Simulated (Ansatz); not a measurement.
## CdGeAs2 in the chalcopyrite structure (space group I-42d, No. 122)

```cif
data_As4Cd2Ge2
_chemical_formula_sum 'Cd2 Ge2 As4'
_space_group_name_H-M_alt 'P 1'
_space_group_IT_number 1
_cell_length_a 7.04582
_cell_length_b 7.04582
_cell_length_c 7.04582
_cell_angle_alpha 130.120
_cell_angle_beta 130.120
_cell_angle_gamma 73.215
loop_
_space_group_symop_operation_xyz
  'x, y, z'
loop_
_atom_site_label
_atom_site_type_symbol
_atom_site_fract_x
_atom_site_fract_y
_atom_site_fract_z
_atom_site_occupancy
Cd1 Cd 0.00000 0.00000 0.00000 1
Cd2 Cd 0.75000 0.25000 0.50000 1
Ge1 Ge 0.50000 0.50000 0.00000 1
Ge2 Ge 0.25000 0.75000 0.50000 1
As1 As 0.87500 0.84974 0.47474 1
As2 As 0.15026 0.62500 0.02526 1
As3 As 0.37500 0.40026 0.52526 1
As4 As 0.59974 0.12500 0.97474 1
```

Computed with DFT with PBEsol, PAW potentials and a 420 eV plane-wave cutoff in Ansatz (a quantum-chemistry and plane-wave program), scalar-relativistic without spin-orbit coupling. Γ-centred 8×8×8 mesh, Fermi–Dirac width 0.05 eV.

* **Volume per atom**: 24.96 Å³
* **Density**: 5.57 g/cm³
* **Band gap**: 0.13 eV (uncertain: the edges found on the path are not clean extrema)
* **Total energy**: -5515.958 eV/atom (σ→0; compares only within this code and set-up)

No phonon test of stability was made. The zero or small gap of CdGeAs2 can change with the level of theory.
